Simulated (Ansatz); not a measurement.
Take MoTe2 (space group P2_1/m, No. 11; a = 6.3217 Å, b = 3.4914 Å, c = 14.1904 Å, α = 90.00°, β = 92.78°, γ = 90.00°; layered, stacked along the Cartesian z axis) as the base.

Computed with DFT with r2SCAN+rVV10, PAW potentials and a 500 eV plane-wave cutoff in Ansatz (an electronic-structure program), spin-orbit coupling left out.

Before the change:

```
Item               Result
---------------  --------
Volume per atom  26.07 Å³
Band gap             zero
```

The change: hydrostatic tension (pressure −1 GPa).

Question: Estimate the effect on the volume per atom and band gap.

Answer: The volume per atom rises by 1.26 Å³ to 27.33 Å³; the band gap is still zero.

Spin-orbit coupling, missing from the scalar runs, can matter with Te. Load acts through the strain it causes; cell and atoms are relaxed under it. No phonon test of stability was made. All final runs are without spin polarisation. The zero or small gap of MoTe2 can change with the level of theory.
